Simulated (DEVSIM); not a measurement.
Structure: Ti/La2O3/SiO2/n-Si capacitor, at 300 K.

```csv
layer (left to right),material,thickness (nm),Nd (cm⁻³)
1,La2O3,4.30,-
2,SiO2,0.880,-
3,Si,6100,8.8e15
```

Metal gate on the left, work function 4.33 eV. Fixed charge at the semiconductor interface -2.6e10 cm⁻² (in units of +e); no interface traps.

Constants are typed, rounded textbook-type inputs, not results; the design itself was drawn at random and stands for no fabricated device. Values at 300 K.

```
parameter      La2O3  SiO2       Si
-------------  -----  ----  -------
gap (eV)         5.8     9    1.124
affinity (eV)    1.8   0.9     4.05
permittivity      27   3.9     11.7
Nc (cm⁻³)          -     -  2.86e19
Nv (cm⁻³)          -     -   3.1e19
```

DEVSIM, 1D Poisson equation in equilibrium, Boltzmann statistics, complete ionisation; no quantum confinement or tunnelling. Metal contacts follow the ideal Schottky-Mott rule: no Fermi-level pinning, no interface dipoles.

The interface trap density was swept, all else fixed.

```
interface trap density (cm^-2 eV^-1)  threshold voltage (band bending 2φF) (V)  flat-band voltage (V)  minimum of the low-frequency capacitance (μF/cm²)
------------------------------------  ----------------------------------------  ---------------------  -------------------------------------------------
0                                                                        -0.65                   0.07                                             0.0367
1e10                                                                     -0.65                   0.07                                             0.0382
1e11                                                                     -0.65                   0.08                                             0.0521
3e11                                                                     -0.66                   0.08                                             0.0824
1e12                                                                     -0.68                   0.10                                              0.182
2e12                                                                     -0.70                   0.12                                              0.309
```

From the first row to the last the threshold voltage (band bending 2φF) goes from -0.65 to -0.70. From the first row to the last the flat-band voltage goes from 0.07 to 0.12.
